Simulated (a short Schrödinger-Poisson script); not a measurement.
Structure: symmetric double-gate stack, Al2O3 on p-type Si(100), at 77 K.

```
layer  material  thickness (nm)  Na (cm⁻³)
-----  --------  --------------  ---------
1         Al2O3             6.3          -
2            Si               6       5e15
3         Al2O3             6.3          -
```

Constants are typed, rounded textbook-type inputs, not results; the design itself was drawn at random and stands for no fabricated device. Al2O3: permittivity 9, conduction-band edge (eV) 2.7, gap (eV) 6.8, electron mass (mₑ) 0.3. Si: permittivity 11.7, conduction-band edge (eV) 0, gap (eV) 1.124, Nv at 300 K (cm⁻³) 3.1e19.

Channel valleys (confinement mass, in-plane density-of-states mass, number): Δ2 0.916, 0.19, 2; Δ4 0.19, 0.417, 4. At the gates, both at one voltage, the conduction-band edge of layer 1 lies 2.97 eV − eVg above the Fermi level of the channel. Gaps are held at their typed values at every temperature. Mesh 0.03 nm at interfaces.

Solved with a short Schrödinger-Poisson script written for these runs: 1D Poisson equation in equilibrium, electrons quantum, Hartree (BenDaniel-Duke, 12 states a valley, the channel's in-plane mass for all, wave functions free to enter the dielectric), parabolic valleys, classical holes, full ionisation, no traps, pinning or gate leakage.

The same stack at other levels of the model or other numerical settings:

```csv
run,sheet density of all electrons at Vg = 1.7 V (cm⁻²),sheet density of all electrons at Vg = 0.5 V (cm⁻²),capacitance of both gates at Vg = 1.7 V (μF/cm²),rough cost against the base
base,1.90e13,2.71e12,2.23,about 1
"electrons treated as classical, Boltzmann",…,3.38e12,2.50,0.02
"electrons treated as classical, Fermi-Dirac",…,…,2.36,0.05
mesh six times as coarse,1.90e13,2.71e12,2.23,0.2
```

Problem. What belongs in the gaps?

Solution. 
- electrons treated as classical, Fermi-Dirac, sheet density of all electrons at Vg = 1.7 V (cm⁻²): 2.08e13
- electrons treated as classical, Boltzmann, sheet density of all electrons at Vg = 1.7 V (cm⁻²): 2.19e13
- electrons treated as classical, Fermi-Dirac, sheet density of all electrons at Vg = 0.5 V (cm⁻²): 3.27e12

The classical rows ignore confinement, and Boltzmann statistics overrate the density once the band edge passes the Fermi level.
